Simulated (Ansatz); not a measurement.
Take GaN (space group P6_422, No. 181; a = 3.125 Å, c = 7.359 Å; a hypothetical phase, not in the database extracts checked) as the base. Axes: x lies along a and z along c of the hexagonal cell.

Levels (all Ansatz, a program for electronic structure, PAW): PBEsol (420 eV, without spin-orbit coupling); HSE06 (420 eV, spin-orbit coupling left out).

Its gap is 1.47 eV with PBEsol and 2.67 eV with HSE06.

It is then changed as follows: uniaxial strain ε_xx = +5.06 %, all other strain components held at zero; the atoms relax in the strained cell.

With PBEsol the gap becomes 0.92 eV.

**Question.** If the HSE06 correction stayed the same, what would the HSE06 gap be, and what does the HSE06 run give?

**Answer.** A rigid correction of +1.20 eV gives 2.12 eV. The HSE06 run gives 2.05 eV, so the correction itself changes by -0.07 eV.

Single points use the geometry relaxed with PBEsol. HSE06 gaps are upper bounds (no full band path). Stability against distortions was not tested. The base started in P3_121 and relaxed to P6_422 at this level.
